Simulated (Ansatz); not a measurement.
System: InP (model structure, started from the BN type, Pm-3n, No. 223, 12 atoms in the cell). Method: HSE06 (Ansatz, an electronic-structure program, plane waves, PAW).

Run with plane-wave cutoff 460 eV, 4×4×4 k mesh, Fermi–Dirac smearing 0.01 eV, scalar-relativistic PAW data made under PBE.

Cell (relaxed with PBEsol):

```yaml
crystal:
  lattice:
    - [7.24066, 0.00000, 0.00000]
    - [0.00000, 7.24066, 0.00000]
    - [0.00000, 0.00000, 7.24066]
  atoms:
    - { symbol: In, position: [0.25000, 0.00000, 0.50000] }
    - { symbol: In, position: [0.50000, 0.25000, 0.00000] }
    - { symbol: In, position: [0.50000, 0.75000, 0.00000] }
    - { symbol: In, position: [0.75000, 0.00000, 0.50000] }
    - { symbol: In, position: [0.00000, 0.50000, 0.75000] }
    - { symbol: In, position: [0.00000, 0.50000, 0.25000] }
    - { symbol: P, position: [0.25000, 0.50000, 0.00000] }
    - { symbol: P, position: [0.00000, 0.25000, 0.50000] }
    - { symbol: P, position: [0.00000, 0.75000, 0.50000] }
    - { symbol: P, position: [0.75000, 0.50000, 0.00000] }
    - { symbol: P, position: [0.50000, 0.00000, 0.75000] }
    - { symbol: P, position: [0.50000, 0.00000, 0.25000] }
```

Q: Predict the band gap.

A: 
* **band gap**: 1.49 eV (on the SCF k mesh)

Note: the relaxation could raise the start's symmetry but not lower it, so the cell can be a saddle point; cell and atoms aren't relaxed at this level (pressure 0.5 GPa).

Spin–orbit coupling is not included.

The computed numbers hold no vibrational or temperature effects.

Cost on a shared machine: very roughly 15 core-minutes.

A model structure was made by putting elements into a prototype or built by hand; it is no filed structure, need not be a known phase, and can be a saddle point held by its symmetry.
